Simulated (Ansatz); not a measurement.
Ag: energy against strain

Ag (fcc, Fm-3m, 17.284 Å³/atom and stress up to 0.01 GPa in the relaxed cell, cube axes along x, y and z) under a strain ε along a cube axis (axis z), the other axes held. r2SCAN in Ansatz, a plane-wave DFT program (PAW, default set), 500 eV, 28×28×28 Γ-centred mesh, Fermi-Dirac smearing 0.10 eV.

Here s stands for strain and y for E less E0.

| strain (%) | E less E0 (meV/atom) |
|---|---|
| -1.50 | 1.48 |
| -1.00 | 0.63 |
| -0.50 | 0.14 |
| 0.00 | 0.00 |
| 0.50 | 0.19 |
| 1.00 | 0.70 |
| 1.50 | 1.52 |
| 3.00 | ? |

Fit y of the 7 rows that show it with a parabola. Least squares gives y = -0.001 + 0.0221·s + 0.6671·s². Residuals (row less fit): 0.013, -0.014, -0.015, 0.001, 0.013, 0.012, -0.013; standard error 0.016 (degrees of freedom: 4). Twice the quadratic coefficient over the volume, 2 × 0.6671 meV × 10⁴ × 0.1602 / 17.284 Å³, is the elastic constant C11 = about 120 GPa.

Problem. What does the fit predict for y at s = 3.00, and how far is the calculated value from it?

Solution. y = -0.001 + 0.0221 × 3.0 + 0.6671 × 3.0² = 6.069 meV/atom. The calculation gives 5.79 meV/atom, 0.279 meV/atom below the prediction (4.8 % of the range of y in the table). The row lies outside the fitted rows, so this is an extrapolation. From the scatter of the fitted rows alone, a prediction at this place has a standard error of 0.063 meV/atom, so the miss is 4.4 times that.

A polynomial of degree 3 through the 12 other runs of the series gives 5.78 there, so most of the miss is curvature that the fit leaves out. In a metal these values are sensitive to mesh and smearing; energies are taken to zero smearing, stresses follow the free energy. Rows are the converged runs of the series near zero and its far end; series whose fitted rows scatter by over a few per cent of the range, as at a crossing or softening among them, aren't shown in this form, nor equations of state whose B0' disagrees with the runs' pressures. Most that stay on the fit to the last digits aren't either.
